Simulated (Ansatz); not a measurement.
# HgS, response to strain

The parent structure is HgS (space group P3_221, No. 154; a = 4.140 Å, c = 9.409 Å; made of chains). Axes: x lies along a and z along c of the hexagonal cell.

Strains are applied to the cell and any free atomic positions relax; under biaxial strain the out-of-plane vector relaxes too.

The values are results of PBEsol, PAW, 420 eV (Ansatz, a quantum-chemistry and plane-wave program; scalar-relativistic without spin-orbit coupling), earlier PAW set, not measurements.

```csv
variant,width of the top valence band,volume per atom,gap character
base,0.96 eV,23.28 Å³,"indirect, k = (0, 0.111, 1/4) in the run's primitive reciprocal basis → Γ"
"biaxial strain +0.80 %, plane normal [001], relaxed out of plane",0.92 eV,[?],"indirect, k = (0, 0.111, -1/4) in the run's primitive reciprocal basis → Γ"
"biaxial strain +4.78 %, plane normal [001], relaxed out of plane",[?],[?],"indirect, k = (0, 0.111, -1/4) in the run's primitive reciprocal basis → Γ"
isotropic strain +4.10 %,[?],26.26 Å³,"indirect, Γ–A (67 % along) → Γ"
```

What belongs in the blanks?


- biaxial strain +0.80 %, plane normal [001], relaxed out of plane, volume per atom: 23.54 Å³
- biaxial strain +4.78 %, plane normal [001], relaxed out of plane, width of the top valence band: 0.71 eV
- biaxial strain +4.78 %, plane normal [001], relaxed out of plane, volume per atom: 24.95 Å³
- isotropic strain +4.10 %, width of the top valence band: 0.74 eV

With Hg present, leaving out spin-orbit coupling can change the band edges. Whether these cells are dynamically stable was not tested. No dispersion term is included in the PBEsol runs.
